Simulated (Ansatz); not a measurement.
**TiAl: response to strain**

The reference is TiAl (space group P4/mmm, No. 123; a = 2.766 Å, c = 4.002 Å; relaxed with 0.1 eV smearing).

Strains are applied to the cell and any free atomic positions relax.

All numbers come from LDA (Ansatz, a first-principles code), spin-orbit coupling left out.

Notes on the quantities. energy relative to the base: free energy F; pressure: mean of the normal stresses, compression positive.

```
case                      shortest interatomic distance  energy relative to the base    pressure
------------------------  -----------------------------  ---------------------------  ----------
base                                            2.766 Å                   0 meV/atom     0.0 GPa
isotropic strain −3.00 %                        2.683 Å                 +54 meV/atom    13.8 GPa
isotropic strain −2.00 %                        2.711 Å                   (withheld)     8.6 GPa
isotropic strain −1.50 %                        2.725 Å                 +13 meV/atom     6.3 GPa
isotropic strain −1.00 %                        2.739 Å                +5.6 meV/atom  (withheld)
isotropic strain +0.50 %                        2.780 Å                +1.3 meV/atom  (withheld)
isotropic strain +1.00 %                        2.794 Å                +5.3 meV/atom    -3.6 GPa
isotropic strain +1.50 %                        2.808 Å                 +12 meV/atom  (withheld)
isotropic strain +2.50 %                        2.835 Å                 +32 meV/atom    -8.1 GPa
isotropic strain +3.00 %                        2.849 Å                 +45 meV/atom    -9.4 GPa
```

Problem. Some entries are withheld; estimate them.

Solution. 
- isotropic strain −2.00 %, energy relative to the base: +23 meV/atom
- isotropic strain −1.00 %, pressure: 4.1 GPa
- isotropic strain +0.50 %, pressure: -1.8 GPa
- isotropic strain +1.50 %, pressure: -5.2 GPa

No phonon test of stability was made. All final runs are without spin polarisation.
